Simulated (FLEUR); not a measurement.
## How far to go with shifted k-point meshes: Rb (Im-3m, 1 atom in the cell)

```
Rb
1.0
   -2.83347     2.83347     2.83347
    2.83347    -2.83347     2.83347
    2.83347     2.83347    -2.83347
Rb
1
Direct
  0.00000   0.00000   0.00000
```

Level of theory: LDA (Vosko-Wilk-Nusair), all-electron FLAPW (FLEUR), scalar-relativistic valence.

Base settings: Kmax = 3.8 1/bohr; GmaxXC = 13.3 1/bohr; xcFunctional = vwn; jspins = 1; l_soc = F; mode = hist; fermiSmearingEnergy = 0.00367493 Htr; mesh (inpgen div1-3) = 4 4 4; inpgen gamma flag = true; Gmax = 13.3 1/bohr.

In this ladder: kpt_gamma = false.

Only quantities that move along the ladder and can be compared are tabulated.

The starting cell has typed, rounded lattice constants, without a prior relaxation at this level. Its lattice was rescaled by up to half a per cent. Values depend on the basis (sphere radii, cutoffs, local orbitals), which need not be converged.

| kpt_div | free energy less the last step's (meV/atom) |
|---|---|
| 2 2 2 | 141.66 |
| 4 4 4 | -10.12 |
| 6 6 6 | -9.25 |
| 8 8 8 | -2.52 |
| 10 10 10 | -0.47 |
| 12 12 12 | -0.10 |
| 16 16 16 | 0.00 |
| 18 18 18 | 0.01 |
| 20 20 20 | 0.01 |
| 22 22 22 | 0.00 |

Coarsest kpt_div that holds the free energy within 2 meV/atom of the last step, with all finer ones: 10 10 10; the step before is off by 2.5 meV/atom.

Two neighbours can agree and both be off: 4 4 4 and 6 6 6 differ by 0.87 meV/atom in the free energy, yet lie about 9.3 meV/atom from the last step.
